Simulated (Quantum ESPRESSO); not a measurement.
## A short convergence ladder for CaGe₂Pd₂ (I4mm, 5 atoms in the cell)

```xyz
5
Lattice="-2.1438 2.1438 5.0308 2.1438 -2.1438 5.0308 2.1438 2.1438 -5.0308" Properties=species:S:1:pos:R:3 pbc="T T T"
Ca     0.0000     0.0000     0.0500
Ge     0.0000     0.0000     3.7853
Ge     0.0000     0.0000     6.2763
Pd     0.0000     2.1438     2.5154
Pd     2.1438     0.0000     2.5154
```

Base method: PBEsol, PSlibrary PAW (PBE) pseudopotentials (plane waves; Quantum ESPRESSO 7.5).

Base settings: ecutwfc = 50 Ry; ecutrho = 600 Ry; occupations = smearing; smearing = gauss; degauss = 0.0073499 Ry; input_dft = pbesol; K_POINTS = automatic 4 4 4 0 0 0; conv_thr = 1e-10 Ry; mixing_beta = 0.7.

The count of work is k-points × plane waves × bands × iterations; it is no time. 

**The plane-wave cutoff**

Moved along: ecutrho.

The second cell is the first with its lattice scaled by 0.98.

The mesh stays at the base's, so the ladder's end is converged at best in this setting alone.

Only quantities that move along the ladder and can be compared are tabulated.

```csv
ecutwfc,free energy less the last step's (meV/atom),energy of the compressed cell less the first (meV/atom),pressure (GPa),largest difference of a force vector from the last step's (eV/Å),count of work / last
17.5 Ry,5191.33,59.12,-170.80,0.148,0.11
22 Ry,1037.20,15.77,-50.35,0.084,0.15
50 Ry,4.95,31.09,0.73,0.001,0.55
75 Ry,0.00,31.06,0.87,0.000,1.0
```

Coarsest ecutwfc that holds the forces within 0.005 eV/Å of the last step, with all finer ones: 50 Ry; the step before is off by 0.084 eV/Å.

Coarsest ecutwfc that holds the pressure within 0.5 GPa of the last step, with all finer ones: 50 Ry; the step before is off by 51 GPa.

Coarsest ecutwfc that holds the energy of the compressed cell less the first within 1 meV/atom of the last step, with all finer ones: 50 Ry; the step before is off by 15 meV/atom.

At the lowest cutoff the pressure lies 172 GPa under the last step's, the usual sign of Pulay stress in an incomplete plane-wave basis.

On the base run: the starting cell comes from a database of computed structures (which also holds hypothetical and non-ambient phases and stackings), without a prior relaxation at this level. Its lattice was rescaled by up to half a per cent. One atom was moved a little off its site on purpose. Spin polarisation is off. Without a gap this mesh is coarse (it stands for a supercell whose shortest vector is 17 Å).
